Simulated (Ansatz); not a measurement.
Structures of equal composition on the (111)A surface of zinc-blende ZnS (Zn plane on top): 2x2 S adatom at H3; 2x2 S adatom at T1. The slabs share one bottom face, and each structure is named by its start. These are constructed structures in small cells; real faces may alloy, dewet or reconstruct in larger ones, and not all known structures of the face are among them. Slabs of about 13 Å with all that they carry, Fermi-Dirac smearing of 0.025 eV. Bottom of the slabs: H caps. Relaxed from the named starts with such symmetry as they have, on meshes of like density; energies extrapolated to zero smearing; no spin-orbit coupling, no U. Spin-polarised runs, if any, are marked in brackets, and their order is one that fits the cell; the others ran without spin. Where a second, spin-polarised start was run, the lower counts.

Host crystal: zinc-blende ZnS, with a band gap (PBE, scalar-relativistic without spin-orbit coupling).

Calculation: PBE (plane waves to 420 eV, PAW; Ansatz, an electronic-structure program).

Problem. Order them by energy per 1x1 cell (lowest first) at the level PBE.

Solution. 2x2 S adatom at H3 (0.000 eV, gap 1.75 eV on the mesh), 2x2 S adatom at T1 (0.055 eV (2 S–Zn bonds formed), gap 1.51 eV on the mesh)
